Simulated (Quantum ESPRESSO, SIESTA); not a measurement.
A SIESTA input for a self-consistent single point of Zr2Al (P1, 6 atoms in the cell) (DFT, GGA PBEsol, numerical atomic orbitals DZP, PseudoDojo PBEsol standard norm-conserving potentials (rewritten from UPF to PSML)):

```
# files in the folder: Zr.psml Al.psml (PseudoDojo PBEsol standard)
SystemName  Zr2Al
SystemLabel zr2al

NumberOfAtoms                6
NumberOfSpecies              2
%block ChemicalSpeciesLabel
  1 40 Zr
  2 13 Al
%endblock ChemicalSpeciesLabel
LatticeConstant              5.505202 Ang
%block LatticeVectors
    -0.618187489    0.618187489    0.485477735
     0.618187489   -0.618187489    0.485477735
     0.618187489    0.618187489   -0.485477735
%endblock LatticeVectors
AtomicCoordinatesFormat      Fractional
%block AtomicCoordinatesAndAtomicSpecies
     0.343063000    0.145405000    0.482659000  1
     0.645398000    0.850136000    0.510050000  1
     0.168683000    0.660892000    0.807114000  1
     0.841562000    0.348122000    0.196121000  1
     0.249400000    0.256900000   -0.000294000  2
     0.751894000    0.738544000    0.004349000  2
%endblock AtomicCoordinatesAndAtomicSpecies

XC.functional                GGA
XC.authors                   PBEsol
PAO.BasisSize                DZP
PAO.EnergyShift              0.01 Ry
MeshCutoff                   400 Ry
%block kgrid.MonkhorstPack
    5   0   0  0.0
    0   5   0  0.0
    0   0   5  0.0
%endblock kgrid.MonkhorstPack
OccupationFunction           MP
OccupationMPOrder            0
ElectronicTemperature        0.1 eV

MaxSCFIterations             150
SCF.Mixer.Method             Broyden
SCF.Mixer.Weight             0.2
SCF.Mixer.History            8
SCF.DM.Tolerance             1.0E-04
Diag.ParallelOverK           true
WriteForces                  true
```

Question: Give the Quantum ESPRESSO input for the same structure, mesh, smearing and functional.

Answer: One input that does it (others would too):

```fortran
&CONTROL
  calculation = 'scf'
  prefix = 'run'
  outdir = './tmp/'
  pseudo_dir = './'
  tprnfor = .true.
  tstress = .true.
/
&SYSTEM
  ibrav = 0
  celldm(1) = 10.40332495
  nat = 6
  ntyp = 2
  ecutwfc = 70
  occupations = 'smearing'
  smearing = 'gaussian'
  degauss = 0.0073499
/
&ELECTRONS
  conv_thr = 1.0d-10
  mixing_beta = 0.7
/
ATOMIC_SPECIES
Zr    91.2240  Zr.upf
Al    26.9815  Al.upf
ATOMIC_POSITIONS {crystal}
Zr    0.34306300    0.14540500    0.48265900
Zr    0.64539800    0.85013600    0.51005000
Zr    0.16868300    0.66089200    0.80711400
Zr    0.84156200    0.34812200    0.19612100
Al    0.24940000    0.25690000   -0.00029400
Al    0.75189400    0.73854400    0.00434900
K_POINTS {automatic}
5 5 5  0 0 0
CELL_PARAMETERS {alat}
  -0.61818743     0.61818743     0.48547769
   0.61818743    -0.61818743     0.48547769
   0.61818743     0.61818743    -0.48547769
```

Basis, cutoffs, solver keys and any potentials are the target program's own. This input uses DFT, PBEsol, plane waves, PseudoDojo standard norm-conserving (PBESOL) pseudopotentials.

The starting cell comes from a database of computed structures (which also holds hypothetical and non-ambient phases and stackings), without a prior relaxation at this level. Its lattice was rescaled by a random factor within 2.5 % of one. For this run, on top of that: atoms moved at random.
